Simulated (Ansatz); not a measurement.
ZrMo (model structure, Fm-3m, No. 225, 2 atoms in the cell) was calculated with PBEsol in Ansatz (PAW).

Numerical settings: plane-wave cutoff 520 eV, 18×18×18 k mesh, Fermi–Dirac smearing 0.05 eV, no spin polarisation, scalar-relativistic PAW data made under PBE.

Cell (relaxed at this level):

```cif
data_MoZr
_chemical_formula_sum 'Mo1 Zr1'
_space_group_name_H-M_alt 'P 1'
_space_group_IT_number 1
_cell_length_a 3.83286
_cell_length_b 3.83286
_cell_length_c 3.83286
_cell_angle_alpha 60.000
_cell_angle_beta 60.000
_cell_angle_gamma 60.000
loop_
_space_group_symop_operation_xyz
  'x, y, z'
loop_
_atom_site_label
_atom_site_type_symbol
_atom_site_fract_x
_atom_site_fract_y
_atom_site_fract_z
_atom_site_occupancy
Mo1 Mo 0.00000 0.00000 0.00000 1
Zr1 Zr 0.50000 0.50000 0.50000 1
```

Problem. Estimate the bulk modulus that the calculation returns.

Solution. 
- bulk modulus = 126 GPa

Note: the run has no spin polarisation, so it can have missed a magnetic state; the bulk modulus is −V dP/dV from two relaxed cells at ±2 % in volume; the relaxation could raise the start's symmetry but not lower it, so the cell can be a saddle point.

A model structure was made by putting elements into a prototype or built by hand; it is no filed structure, need not be a known phase, and can be a saddle point held by its symmetry.

Ansatz is an electronic-structure program.
